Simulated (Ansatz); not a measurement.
## What x(N) = 0.75, 8 atoms, Cm does to GaAs

The parent structure is GaAs in the zinc blende structure (space group F-43m, No. 216; a = 5.667 Å).

The other end (x = 1) is GaN in the zinc blende structure (space group F-43m, No. 216): 11.37 Å³/atom, gap 2.17 eV; this end may not be an ambient phase.

The change: N replaces 75.0 % of the As, ordered in a cell of 8 atoms (starting symmetry Cm) and fully relaxed.

Method: r2SCAN in Ansatz (plane waves to 500 eV, PAW, no SOC). k-mesh 10×10×6 (Γ-centred); smearing 0.05 eV (Fermi–Dirac), for the changed cell.

```csv
quantity,base,changed,shift
density,5.28 g/cm³,5.97 g/cm³,+0.69 g/cm³
shortest interatomic distance,245.4 pm,193.6 pm,-51.8 pm
band gap,0.96 eV,zero,–
mixing energy (to 0.01 eV only: unlike meshes or grids),–,+0.27 eV/atom,–
deviation of the volume from the linear (Vegard-type) interpolation,–,-3.2 %,–
mean first-shell distances,–,"As–Ga 2.314 Å (end compound 2.454 Å), N–Ga 2.010 Å (end compound 1.948 Å)",–
```

These are small ordered cells, not random alloys; other orderings at the same x differ. Stability against distortions was not tested. All final runs are without spin polarisation. This is not the structure that GaN has at room temperature and ambient pressure. A zero or small gap of Ga4AsN3 can be the functional's error rather than a property of the material.

Ansatz is a first-principles code.
